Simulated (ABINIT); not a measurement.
Band structure of H₄BrN (P-43m, 6 atoms in the cell).

```
H4BrN
1.0
    4.00010     0.00000     0.00000
    0.00000     4.00010     0.00000
    0.00000     0.00000     4.00010
H Br N
4 1 1
Direct
  0.14921   0.14921   0.85079
  0.14921   0.85079   0.14921
  0.85079   0.85079   0.85079
  0.85079   0.14921   0.14921
  0.50000   0.50000   0.50000
  0.00000   0.00000   0.00000
```

Computed with PBEsol, norm-conserving pseudopotentials (PseudoDojo nc-sr-04 PBEsol standard) (plane waves; ABINIT).

Settings: pseudos = [H.upf, Br.upf, N.upf]; ecut = 84 Ry; occopt = 1; ngkpt = 4 4 4; nshiftk = 1; shiftk = 0 0 0; potentials = PseudoDojo nc-sr-04 PBEsol standard; kptopt = 1; nstep = 80; tolvrs1 = 1e-11; diemac = 6; ndtset = 2; getden2 = 1.

The starting cell comes from a database of computed structures (which also holds hypothetical and non-ambient phases and stackings), without a prior relaxation at this level.

Problem. Predict the gap along the standard path and the places of the band edges.

Solution. The gap along the path is 4.09 eV, from M to Γ; the smallest direct gap on it is 4.17 eV.

Levels in eV from the top of the valence band on the SCF mesh, bands 5 to 12:
```csv
point,5,6,7,8,9,10,11,12
Γ,-7.45,-0.08,-0.08,-0.08,4.09,6.81,6.81,9.75
X,-7.37,-1.90,-0.21,-0.21,6.93,8.10,8.86,9.38
M,-7.27,-1.05,-1.05,0.00,5.55,6.46,8.01,8.01
R,-7.68,-1.47,-1.47,-1.47,7.77,7.77,7.77,10.16
```
